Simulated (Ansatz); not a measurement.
Cubic perovskite CsPbCl₃ (cubic high-temperature phase) was calculated with PBE0 (Ansatz, a first-principles code, PAW).

Settings: plane-wave cutoff 460 eV, 4×4×4 k mesh, Fermi–Dirac smearing 0.01 eV, scalar-relativistic PAW data made under PBE.

The cell has the measured lattice: a = b = c = 5.605 Å, α = β = γ = 90.00°.

Task: What does this level give for the band gap and direct gap at Γ?

Result: 
- band gap = 3.25 eV (on the SCF k mesh)
- direct gap at Γ = 7.91 eV

Note: held by symmetry at 0 K, a high-temperature phase can be a saddle point; cell and atoms aren't relaxed at this level (pressure 1.4 GPa).

Spin–orbit coupling is not included; with these elements it can move the gap by several tenths of an eV or more.

The computed numbers hold no vibrational or temperature effects.

The result took very roughly 4 core-minutes.
